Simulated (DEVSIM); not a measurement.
Device: illuminated Si p-on-n cell, one wavelength, at 300 K.

Layer 1 from the left is Si, thickness (μm) 0.270, Na (cm⁻³) 5.8e18, τn (s) 1.6e-5, τp (s) 4.2e-6, absorption coefficient (cm⁻¹) 2100. Layer 2 from the left is Si, thickness (μm) 150, Nd (cm⁻³) 9.4e16, τn (s) 0.00013, τp (s) 0.00013, absorption coefficient (cm⁻¹) 2100.

Left contact: ohmic, minority electron recombination velocity 200 cm/s. Right contact: ohmic, minority hole recombination velocity 2000 cm/s. Voltage is applied to the left contact. Recombination: SRH at mid-gap, radiative, Auger. Gap narrowing is on: ΔEg = 6.92 meV × (l + √(l² + 0.5)), l = ln(N/1.3e17 cm⁻³), shared equally by both band edges. Light enters at the left, 2.4e18 photons cm⁻² s⁻¹, one pass, no reflection. Mobility is μmin + (μ − μmin)/(1 + (N/Nref)^α).

This is a model device: material constants are rounded textbook-type values typed into the input, and sizes, dopings and lifetimes were drawn at random. Values at 300 K.

Si: gap (eV) 1.124, affinity (eV) 4.05, permittivity 11.7, Nc (cm⁻³) 2.86e19, Nv (cm⁻³) 3.1e19, μn (cm²/Vs) 1417, μp (cm²/Vs) 470, μn,min 52, μp,min 45, Nref,n 9.7e16, Nref,p 2.2e17, αn 0.68, αp 0.72, B (cm³/s) 4.7e-15, Cn (cm⁶/s) 2.8e-31, Cp (cm⁶/s) 9.9e-32.

Simulated with DEVSIM: 1D drift-diffusion, Boltzmann statistics, complete ionisation; no tunnelling, impact ionisation, image-force lowering or self-heating.

Dark forward current:

```
|V| (V)  |J| (A/cm²)
-------  -----------
0.20       5.711e-10
0.25        2.713e-9
0.30        1.533e-8
0.35        9.648e-8
0.40        6.408e-7
0.45        4.359e-6
0.50        2.994e-5
0.55       0.0002065
0.60        0.001427
0.65        0.009860
0.70         0.06792
0.75          0.4580
0.80           2.805
0.85           14.09
0.90           57.46
0.95           176.7
1.00           393.8
1.05           697.4
1.10            1071
1.15            1502
1.20            1980
1.25            2498
```

**Question.** Work out the local ideality factor n = ΔV / (kT/q · ln(J2/J1)) between the rows 0.20 and 0.25 V, 0.55 and 0.60 V, 1.20 and 1.25 V.

**Answer.** kT/q = 25.85 mV. From 0.20 to 0.25 V: ln(2.713e-9/5.711e-10) = 1.558, n = 1.24. From 0.55 to 0.60 V: ln(0.001427/0.0002065) = 1.933, n = 1.00, near the 1 of diffusion or emission over a barrier. From 1.20 to 1.25 V: ln(2498/1980) = 0.232, n = 8.32.

**Question.** What current could the absorbed light give at most, and what share is collected?

**Answer.** Σ αd = 31.6, so qΦ(1 − exp(−Σ αd)) = 385 mA/cm². The simulated short-circuit current is 374.6 mA/cm², a share of 0.97.

**Question.** Estimate the open-circuit voltage by superposition: the voltage at which the dark current equals that short-circuit current.

**Answer.** Interpolating ln J in the table gives 0.745 V. The simulation gives 0.744 V, the same within the digits that matter. Superposition holds where collection doesn't change with voltage.

**Question.** Estimate the fill factor from FF0 = (v − ln(v + 0.72))/(v + 1), v = qVoc/(nkT), with n from the dark curve.

**Answer.** The rows about Voc, 0.70 and 0.75 V, give n = 1.01, so v = 28.4 and FF0 = 0.851. The simulation gives 0.852, the same within the digits that matter.
